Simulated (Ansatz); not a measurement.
The structure below was relaxed with PBE (Ansatz, a quantum-chemistry and plane-wave program, PAW, no spin-orbit coupling), earlier PAW set, at pressure 9 GPa.

```xyz
4
Lattice="3.1683 0.0000 0.0000 -1.5842 2.7439 0.0000 0.0000 0.0000 5.1620" Properties=species:S:1:pos:R:3 pbc="T T T"
Ga     1.5842     0.9146     0.0046
Ga     0.0000     1.8292     2.5856
N      1.5842     0.9146     3.2227
N      0.0000     1.8292     0.6417
```

Question: Find the space group and the Wyckoff positions.

Answer: Space group P6₃mc (No. 186); a = b = 3.168 Å, c = 5.162 Å, α = β = 90.00°, γ = 120.00°

| atom | site | symmetry | x | y | z |
|---|---|---|---|---|---|
| Ga | 2b | 3m. | 0.6667 | 0.3333 | 0.0009 |
| N | 2b | 3m. | 0.3333 | 0.6667 | 0.1243 |

Question: Describe the coordination.

Answer: The crystal has 4 atoms in its conventional cell. Cell: a = 3.1683 Å, b = 3.1683 Å, c = 5.1620 Å, α = 90.00°, β = 90.00°, γ = 120.00°. Ga is coordinated by 4 N at 1.937–1.944 Å (tetrahedral). N is coordinated by 4 Ga at 1.937–1.944 Å (tetrahedral). (Neighbours: up to the widest gap in distance over summed covalent radii, below 1.35, at either atom; cation-cation and far metal-metal contacts left out.)

Load acts through the strain it causes; cell and atoms are relaxed under it. Whether these cells are dynamically stable was not tested. Tetrahedral semiconductors of this kind turn to denser phases somewhere between about 1 and 50 GPa; those were not computed, so compressed cells here can lie past the real transition. The cell was made from GaN in the wurtzite structure (space group P6_3mc, No. 186) by this change: pressure 9 GPa.
